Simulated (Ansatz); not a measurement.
Structures of equal composition on the (111) surface of fcc Ag: a layer of Nb in place of the second plane; a layer of Nb in place of the third plane. The slabs share one bottom face, and each structure is named by its start. These are constructed structures in small cells; real faces may alloy, dewet or reconstruct in larger ones, and not all known structures of the face are among them. Slabs of about 12 Å, Fermi-Dirac smearing of 0.1 eV. Bottom of the slabs: a bare face, its two planes held. Relaxed from the named starts with such symmetry as they have, on meshes of like density; energies extrapolated to zero smearing; spin only where a row says so; no spin-orbit coupling, no U. Brackets mark spin-polarised runs, whose order is one that fits the cell.

Calculation: PBE (plane waves to 420 eV, PAW; Ansatz, a program for electronic structure).

### Question
Put the candidates in order of energy per 1x1 cell, lowest first, for PBE.

### Answer
a layer of Nb in place of the third plane (0.000 eV), a layer of Nb in place of the second plane (0.143 eV)
